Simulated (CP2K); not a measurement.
Worked example: self-consistent single point of KSr3 (Fm-3m, 4 atoms in the cell) in CP2K.

Computed with CP2K 2026.2 with LDA (Pade form), GPW, DZVP-MOLOPT-SR-GTH basis, GTH-PADE potentials (GTH_POTENTIALS).

The change in words: lattice scaled by 0.98. Reference geometry:
```xyz
4
Lattice="7.0310 0.0000 0.0000 3.5155 6.0891 0.0000 3.5155 2.0297 5.7408" Properties=species:S:1:pos:R:3 pbc="T T T"
K      0.0000     0.0000     0.0000
Sr     3.5155     2.0297     1.4352
Sr    10.5466     6.0891     4.3056
Sr     7.0310     4.0594     2.8704
```

Reference input (self-consistent single point, DFT LDA (Pade form), GPW, DZVP-MOLOPT-SR-GTH basis, GTH-PADE potentials (GTH_POTENTIALS)): CUTOFF = 500 Ry; REL_CUTOFF = 60 Ry; SMEAR/METHOD = FERMI_DIRAC; ELECTRONIC_TEMPERATURE = 580.23 K; KPOINTS/SCHEME = MONKHORST-PACK 5 5 5; XC_FUNCTIONAL = PADE; K/BASIS_SET = DZVP-MOLOPT-SR-GTH-q9; K/POTENTIAL = GTH-PADE-q9; Sr/BASIS_SET = DZVP-MOLOPT-SR-GTH-q10; Sr/POTENTIAL = GTH-PADE-q10; METHOD = GPW; EPS_DEFAULT = 1e-10. This run's input differs from it in these lines:

```diff
@@ -63,4 +63,4 @@
     &CELL
-      ABC 7.03104100 7.03104115 7.03104139
-      ALPHA_BETA_GAMMA 59.99999574 59.99999711 59.99999598
+      ABC 6.89042000 6.89042021 6.89042054
+      ALPHA_BETA_GAMMA 60.00000225 60.00000257 60.00000099
       PERIODIC XYZ
@@ -69,5 +69,5 @@
       K        0.00000000     0.00000000     0.00000000
-      Sr       3.51552075     2.02968675     1.43520525
-      Sr      10.54656225     6.08906025     4.30561575
-      Sr       7.03104150     4.05937350     2.87041050
+      Sr       3.44521000     1.98909300     1.40650125
+      Sr      10.33563000     5.96727900     4.21950375
+      Sr       6.89042000     3.97818600     2.81300250
     &END COORD
```

The program printed (abridged):

```
 SCF WAVEFUNCTION OPTIMIZATION

  Step     Update method      Time    Convergence         Total energy    Change
     1 NoMix/Diag. 0.20E+00      -     1.39997992      -120.6424695422 -1.21E+02
     2 Broy./Diag. 0.20E+00      -     0.00091556      -120.5870170621  5.55E-02
     3 Broy./Diag. 0.20E+00      -     0.01071476      -120.4213226988  1.66E-01
     4 Broy./Diag. 0.20E+00      -     0.00873660      -120.4038595749  1.75E-02
     5 Broy./Diag. 0.20E+00      -     0.01887351      -120.4285689587 -2.47E-02
     6 Broy./Diag. 0.20E+00      -     0.00547828      -120.4134156326  1.52E-02
   [... 10 lines left out ...]
    17 Broy./Diag. 0.20E+00      -     0.00000382      -120.4007476434 -7.28E-06
    18 Broy./Diag. 0.20E+00      -     0.00000110      -120.4007497629 -2.12E-06
    19 Broy./Diag. 0.20E+00      -     0.00000169      -120.4007522361 -2.47E-06
    20 Broy./Diag. 0.20E+00      -     0.00000024      -120.4007514410  7.95E-07
  *** SCF run converged in    20 steps ***

  Overlap energy of the core charge distribution:               0.00000000000000
  Self energy of the core charge distribution:               -233.43344019288418
  Core Hamiltonian energy:                                     51.35916714176260
  Hartree energy:                                              78.50091706144103
  Exchange-correlation energy:                                -16.82659039156466
  Electronic entropic energy:                                  -0.00080505978788
  Fermi energy:                                                 0.12065308075088

  Total energy:                                              -120.40075144099693
  Total energy (extrapolated to T->0):                       -120.40034891110299

   [... lines left out ...]

 STRESS| Analytical stress tensor [bar]
 STRESS|                        x                   y                   z
 STRESS|      x       -8.07735648969E+03  -8.94089438500E-04  -6.33781488587E-04
 STRESS|      y       -8.94089438500E-04  -8.07845361967E+03   8.89765373191E-02
 STRESS|      z       -6.33781488587E-04   8.89765373191E-02  -8.07877323483E+03
 STRESS| 1/3 Trace                                            -8.07819444806E+03
```

The run converged in 20 iterations. Against the reference run the free energy goes down by 23.5 meV/atom and the pressure goes from -1.25 to -0.81 GPa.

The starting cell comes from a database of computed structures (which also holds hypothetical and non-ambient phases and stackings), without a prior relaxation at this level. Its lattice was rescaled by a random factor within 2.5 % of one. For this run, on top of that: lattice scaled by 0.98. Values carry the incompleteness of an atom-centred basis.
